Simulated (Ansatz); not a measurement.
## Pressure series in MoS2

Start from MoS₂ in the 3R-MoS2 type structure (space group R3m, No. 160; a = 3.1532 Å, c = 17.9937 Å (hexagonal axes); layered, stacked along the Cartesian z axis).

Cell and atoms are relaxed at each pressure.

Method: plane-wave PAW DFT at the PBE-D3(BJ) level (Ansatz, a first-principles code, 420 eV), no SOC, earlier PAW set.

Candidates:
(a) pressure 0.7 GPa
(b) pressure 10 GPa
(c) pressure −2 GPa
(d) pressure 7.5 GPa
(e) pressure 5 GPa

Base values:

The band gap is 0.77 eV.

Q: Order them by band gap, highest first.

A: (c) pressure −2 GPa (1.06 eV), (a) pressure 0.7 GPa (0.71 eV), (e) pressure 5 GPa (0.45 eV), (d) pressure 7.5 GPa (0.34 eV), (b) pressure 10 GPa (0.24 eV)

Load acts through the strain it causes; cell and atoms are relaxed under it. Stability against distortions was not tested. Competing high-pressure phases were not computed. The zero or small gap of MoS2 under pressure 10 GPa can change with the level of theory.
